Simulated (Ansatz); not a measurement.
Cost and result by functional for the adsorption energy of H2O on the 1x1 (111) surface of fcc Cu, one in a 2x2 cell, started at the site 'hollow Cu-Cu-Cu over Cu at depth 4.1 Å', in Ansatz (plane waves, PAW). Single points on the PBE structure, on one kind of machine; costs are rough ratios of the slab run's core time (references not counted) to the cheapest single point. r2SCAN's cost holds its higher cutoff (500 against 420 eV). Differences are taken against r2SCAN for comparison alone: no measured value is at hand, so the table doesn't rank accuracy.

Set-up: 19 atoms, 6.2 Å thick at the start under the adsorbate (thin: gaps and levels are the slab's own); mesh 6x6x1; 0.1 eV smearing; dipole correction on; 8 atoms held, the rest relaxed; no symmetry held; no spin, no spin-orbit, no U, no dispersion correction. At the end no host atom lies within bonding distance. In PBE it is, or lies within 0.03 eV of, the lowest of the starts that converged. These notes are the PBE run's. Adsorption energies are against H2O(g). A negative adsorption energy means that the adsorbate is more stable on the surface than in its reference.

```tsv
functional	relative cost	adsorption energy (eV)	less r2SCAN (eV)
RPBE	1	0.01	0.27
r2SCAN	2	-0.26	0.00
PBE (the relaxed run's value)	–	-0.15	0.11
```

The values span 0.27 eV, while the single points' costs differ by a factor of roughly 2. Differences are of unrounded values.

Ansatz is a program for electronic structure.
